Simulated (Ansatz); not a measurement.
The reference is CaO in the NiAs type structure (space group P6_3/mmc, No. 194; a model cell, its experimental status unchecked).

```yaml
crystal:
  lattice:
    - [3.30064, 0.00000, 0.00000]
    - [-1.65032, 2.85844, 0.00000]
    - [0.00000, 0.00000, 5.78785]
  atoms:
    - { symbol: Ca, position: [0.00000, 0.00000, 0.00000] }
    - { symbol: Ca, position: [0.00000, 0.00000, 0.50000] }
    - { symbol: O, position: [0.33333, 0.66667, 0.25000] }
    - { symbol: O, position: [0.66667, 0.33333, 0.75000] }
```

Cartesian axes are those of the cell as printed.

Computed with PBEsol (Ansatz, a quantum-chemistry and plane-wave program; PAW; 420 eV plane waves; no SOC).

Strains are applied to the cell and any free atomic positions relax.

One change was made to it. Results:

The valley order (the lowest conduction-band minima on the path, energy above the VBM, named in the base's zone) goes from Γ 3.77 eV; M (1/2, 0, 0) 3.85 eV to M (1/2, 0, 0) 3.84 eV; M (0, 1/2, 0) 3.84 eV; Γ 3.84 eV; M (1/2, 1/2, 0) 3.85 eV; the energy grows by 8.4 meV/atom.

Task: What was done to the base?
A. isotropic strain +0.63 %
B. uniaxial strain ε_zz = −2.20 %
C. strain tensor (xx, yy, zz, yz, xz, xy) = (+1.21, −0.17, −1.52, −1.05, −2.18, −0.39) %

Result: C, strain tensor (xx, yy, zz, yz, xz, xy) = (+1.21, −0.17, −1.52, −1.05, −2.18, −0.39) %. For comparison, the valley order in the other runs: uniaxial strain ε_zz = −2.20 % gives M (1/2, 0, 0) 3.88 eV; Γ 3.89 eV; isotropic strain +0.63 % gives Γ 3.75 eV; M (1/2, 0, 0) 3.85 eV.

The levels and masses belong to the bands next to the band gap. Stability against distortions was not tested. This is not the structure that CaO has at room temperature and ambient pressure.
